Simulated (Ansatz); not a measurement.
The reference is Lu in the hcp (Mg type) structure (space group P6_3/mmc, No. 194; a = 3.506 Å, c = 5.482 Å; relaxed with 0.1 eV smearing). Axes: x lies along a and z along c of the hexagonal cell.

Level of theory: Ansatz (a program for electronic structure) PBE, no spin-orbit coupling.

Strains are applied to the cell and any free atomic positions relax.

One change was made to it. Results:

The shortest interatomic distance rises by 0.0332 Å, from 3.407 Å to 3.441 Å; the energy goes up by 1.8 meV/atom.

Question: Which of these changes matches the shifts?
A) uniaxial strain ε_zz = −1.00 %
B) uniaxial strain ε_zz = +2.50 %
C) uniaxial strain ε_zz = +1.50 %

Answer: C, uniaxial strain ε_zz = +1.50 %. For comparison, the shortest interatomic distance in the other runs: uniaxial strain ε_zz = +2.50 % gives 3.463 Å; uniaxial strain ε_zz = −1.00 % gives 3.385 Å.

Stability against distortions was not tested.
